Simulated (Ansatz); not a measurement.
## A computed series for SiC: response to strain

Take SiC in the zinc blende structure (space group F-43m, No. 216; a = 4.356 Å) as the base.

Strains are applied to the cell and any free atomic positions relax.

Calculations: r2SCAN (Ansatz, a first-principles code, PAW, without spin-orbit coupling).

Notes on the quantities. energy relative to the base: free energy F.

```json
[
 {"variant": "base", "energy relative to the base": "0 meV/atom", "band gap": "1.71 eV", "pressure": "0.00 GPa", "width of the top valence band": "4.81 eV", "shortest interatomic distance": "1.886 Å"},
 {"variant": "isotropic strain −3.00 %", "energy relative to the base": "+65 meV/atom", "band gap": "1.65 eV", "pressure": "24.75 GPa", "width of the top valence band": "5.17 eV", "shortest interatomic distance": "1.830 Å"},
 {"variant": "isotropic strain −2.50 %", "energy relative to the base": "+44 meV/atom", "band gap": "1.66 eV", "pressure": "19.98 GPa", "width of the top valence band": "5.11 eV", "shortest interatomic distance": "1.839 Å"},
 {"variant": "isotropic strain −2.00 %", "energy relative to the base": "+28 meV/atom", "band gap": "1.67 eV", "pressure": "15.48 GPa", "width of the top valence band": "5.05 eV", "shortest interatomic distance": "1.849 Å"},
 {"variant": "isotropic strain −1.50 %", "energy relative to the base": "+15 meV/atom", "band gap": "1.68 eV", "pressure": "11.25 GPa", "width of the top valence band": "4.99 eV", "shortest interatomic distance": "1.858 Å"},
 {"variant": "isotropic strain −1.00 %", "energy relative to the base": "+6.8 meV/atom", "band gap": "1.69 eV", "pressure": "7.26 GPa", "width of the top valence band": "4.93 eV", "shortest interatomic distance": "1.867 Å"},
 {"variant": "isotropic strain −0.50 %", "energy relative to the base": "+1.7 meV/atom", "band gap": "1.70 eV", "pressure": "3.52 GPa", "width of the top valence band": "4.87 eV", "shortest interatomic distance": "1.877 Å"}
]
```

No phonon test of stability was made.
